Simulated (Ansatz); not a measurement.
Partial pair distribution functions of a relaxed model of amorphous In9Ga9Zn9O41Ta2, broadened by 0.06 Å; density 6.11 g/cm³. Computed with PBE, scalar-relativistic without spin-orbit coupling (plane waves to 420 eV, PAW; Ansatz, a program for electronic structure).

Preparation: random packing, a CHGNet melt and quench, and a DFT relaxation. O atoms were pushed apart under 1.9 Å during the dynamics, to hinder bonds among them. The hot cell started wider than the set density and was brought back towards it in steps. It is the lowest in DFT energy of 2 quenches. It is a model cell: composition and starting density were chosen by hand, and all elements were melted together. No dispersion term was used. Its density started from a set value of 6.12 and ended at 6.11 g/cm³. The quench (nominally 210 K/ps over its main leg) was far faster than any real one, so the model tends to hold more defects than a real film. One small periodic cell is one sample of the glass; other quenches scatter about these values. The volume was held where the preparation left it, at a PBE pressure of -0.6 GPa (tension). Stress components on the final sampling reach 1.5 GPa.

| r (Å) | g In-O | g Ga-O | g In-In | g Ga-Ga |
|---|---|---|---|---|
| 1.60 | 0.00 | 0.00 | 0.00 | 0.00 |
| 1.70 | 0.00 | 0.22 | 0.00 | 0.00 |
| 1.80 | 0.00 | 3.89 | 0.00 | 0.00 |
| 1.90 | 0.07 | 8.69 | 0.00 | 0.00 |
| 2.00 | 1.39 | 5.31 | 0.00 | 0.00 |
| 2.10 | 5.59 | 2.28 | 0.00 | 0.00 |
| 2.20 | 6.36 | 0.83 | 0.00 | 0.00 |
| 2.30 | 3.38 | 0.08 | 0.00 | 0.00 |
| 2.40 | 1.13 | 0.00 | 0.00 | 0.00 |
| 2.50 | 0.81 | 0.00 | 0.00 | 0.00 |
| 2.60 | 0.59 | 0.02 | 0.00 | 0.00 |
| 2.70 | 0.28 | 0.16 | 0.00 | 0.00 |
| 2.80 | 0.39 | 0.12 | 0.00 | 0.00 |
| 2.90 | 0.20 | 0.35 | 0.00 | 0.36 |
| 3.00 | 0.17 | 0.36 | 0.05 | 2.86 |
| 3.10 | 0.20 | 0.22 | 0.81 | 4.18 |
| 3.20 | 0.12 | 0.37 | 0.88 | 2.96 |
| 3.30 | 0.42 | 0.66 | 0.87 | 1.42 |
| 3.40 | 0.55 | 0.53 | 1.63 | 1.31 |
| 3.50 | 0.48 | 0.75 | 0.81 | 1.81 |
| 3.60 | 0.70 | 0.62 | 2.18 | 0.40 |
| 3.70 | 0.63 | 1.30 | 4.18 | 0.51 |
| 3.80 | 1.20 | 1.81 | 2.54 | 0.65 |
| 3.90 | 1.28 | 1.32 | 2.88 | 0.05 |
| 4.00 | 1.11 | 1.04 | 1.37 | 0.00 |
| 4.10 | 1.32 | 1.16 | 0.83 | 0.00 |
| 4.20 | 1.31 | 1.03 | 0.40 | 0.05 |
| 4.30 | 1.19 | 1.12 | 0.63 | 0.60 |
| 4.40 | 0.97 | 1.57 | 0.15 | 1.16 |
| 4.50 | 1.00 | 1.52 | 0.02 | 0.81 |
| 4.60 | 1.44 | 1.49 | 0.32 | 0.28 |
| 4.70 | 1.60 | 1.48 | 0.43 | 0.51 |
| 4.80 | 1.76 | 1.22 | 0.17 | 0.36 |

Within 2.90 Å each In has 5.89 O neighbours on average.
